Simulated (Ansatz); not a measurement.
Base system: CdSe in the wurtzite structure (space group P6_3mc, No. 186; a = 4.3827 Å, c = 7.1545 Å).

Levels (all Ansatz, a quantum-chemistry and plane-wave program, PAW): PBE (420 eV, spin-orbit coupling left out); PBE+SOC (420 eV, noncollinear with spin-orbit coupling).

The geometry is relaxed with PBE.

- PBE valence-band top at Γ = 0.00, 0.00, -0.04 eV
- PBE band gap = 0.54 eV
- PBE pressure = 0.00 GPa

Predict the valence-band top at Γ, band gap and pressure from PBE+SOC.

The valence-band top at Γ (three highest Kramers pairs, from the VBM) changes from 0.00, 0.00, -0.04 eV to 0.00, -0.03, -0.38 eV; the band gap falls by 0.118 eV (0.54 eV → 0.43 eV); the pressure hardly moves (0.00 GPa against -0.03 GPa).

Single points use the geometry relaxed with PBE. The spin-orbit shifts are approximate. Stability against distortions was not tested.
